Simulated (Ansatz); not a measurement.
The starting structures come from a database of crystals and need not be the phases stable at ambient conditions.

By PBEsol, the system below comes out a metal.

A figure of merit of an interconnect metal is its ballistic conductance per area.

Input:

```
Ni3Sn
1.0
    5.24628     0.00000     0.00000
   -2.62314     4.54341     0.00000
    0.00000     0.00000     4.20958
Ni Sn
6 2
Direct
  0.31894   0.15947   0.25000
  0.68106   0.84053   0.75000
  0.15947   0.31894   0.75000
  0.84053   0.68106   0.25000
  0.84053   0.15947   0.25000
  0.15947   0.84053   0.75000
  0.33333   0.66667   0.25000
  0.66667   0.33333   0.75000
```

The cell is taken as given; by PBEsol it stands under a pressure of -1.8 GPa.

The current flows along the normal of the first two printed cell vectors, the (001) plane of the conventional cell. No spin-orbit coupling; the value is a mean over 0.1 eV about the Fermi level.

Q: Compute, with PBEsol run with Ansatz (a first-principles code), the ballistic conductance per area.

A: 0.85 × 10¹⁵ S/m² for both spins.
